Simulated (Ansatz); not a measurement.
## A computed series for BN: carrier doping

Take BN in the wurtzite structure (space group P6_3mc, No. 186; a = 2.5545 Å, c = 4.2246 Å) as the base.

Carriers are added at fixed cell with a uniform background; the Fermi–Dirac width is that of 300 K.

Level of theory: plane-wave PAW DFT at the PBE level (Ansatz, a quantum-chemistry and plane-wave program, 420 eV), without spin-orbit coupling.

Notes on the quantities. Fermi level from band edge: Fermi level relative to the doped band's edge (positive inside the band; to 0.05 eV).

| hole density (10^21 cm⁻³) | Fermi level from band edge (eV) |
|---|---|
| 1 | 0.25 |
| 3 | ? |
| 10 | 0.95 |
| 20 | 1.35 |

Question: Fit E_F = C n^s, fitted as a line in log–log form (a parabolic band gives s = 2/3) to the rows shown and predict the withheld row.

Answer: Least squares on the printed values gives C = 0.25 eV, s = 0.57 (largest residual 0.02 eV); this predicts 0.47 eV, and the run gives 0.45 eV, in agreement.

Charged cell with a jellium background: band edges are those of the host's band count, energies are not comparable with the neutral cell, and many-body gap narrowing is missing. Whether these cells are dynamically stable was not tested.
